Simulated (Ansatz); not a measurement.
Base system: BeTe in the zinc blende structure (space group F-43m, No. 216).

```xyz
2
Lattice="0.0000 2.8022 2.8022 2.8022 0.0000 2.8022 2.8022 2.8022 0.0000" Properties=species:S:1:pos:R:3 pbc="T T T"
Be     0.0000     0.0000     0.0000
Te     1.4011     1.4011     1.4011
```

Cartesian axes are those of the cell as printed.

All numbers come from PBEsol in Ansatz (plane waves to 420 eV, PAW, without spin-orbit coupling).

Base values:

```
Quantity   Result
--------  -------
Band gap  1.84 eV
```

The change: tensile biaxial strain of 1.00 % in the plane normal to [001], as in epitaxy on a mismatched substrate; the out-of-plane cell vector and the atoms relax.

Question: What does the calculation give for the band gap and in-plane stress after the change?

Answer: The band gap shrinks by 0.113 eV, from 1.84 eV to 1.72 eV; the mean in-plane stress (compression positive) amounts to -1.0 GPa.

Spin-orbit coupling, missing from the scalar runs, can matter with Te. Stability against distortions was not tested.

Ansatz is an electronic-structure program.
